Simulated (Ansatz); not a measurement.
Take SiO$_{2}$ in the rutile structure (space group P4_2/mnm, No. 136; a = 4.236 Å, c = 2.690 Å) as the base. Axes: x, y, z lie along a, b, c of the conventional cell.

It is then changed as follows: uniaxial strain ε_zz = +2.40 %, all other strain components held at zero; the atoms relax in the strained cell.

Computed with DFT with PBE, PAW potentials and a 420 eV plane-wave cutoff in Ansatz (an electronic-structure program), no SOC.

Base, band edges from the VBM (valence, conduction): A -1.47, 6.84; M -2.16, 7.03; R -1.67, 8.45; X -1.04, 7.31; Z -2.56, 8.65; Γ 0.00, 5.04 eV.

**Question.** Give the band edges at the high-symmetry points of the new zone, measured from its valence-band maximum.

**Answer.** 
```json
[
 {"point": "Γ", "valence edge (eV)": "0.00", "conduction edge (eV)": "4.53"},
 {"point": "X", "valence edge (eV)": "-0.99", "conduction edge (eV)": "6.82"},
 {"point": "M", "valence edge (eV)": "-2.02", "conduction edge (eV)": "6.55"},
 {"point": "Z", "valence edge (eV)": "-2.47", "conduction edge (eV)": "8.36"},
 {"point": "R", "valence edge (eV)": "-1.60", "conduction edge (eV)": "8.21"},
 {"point": "A", "valence edge (eV)": "-1.41", "conduction edge (eV)": "6.59"}
]
```

The gap is 4.53 eV, direct at Γ.

No phonon test of stability was made.
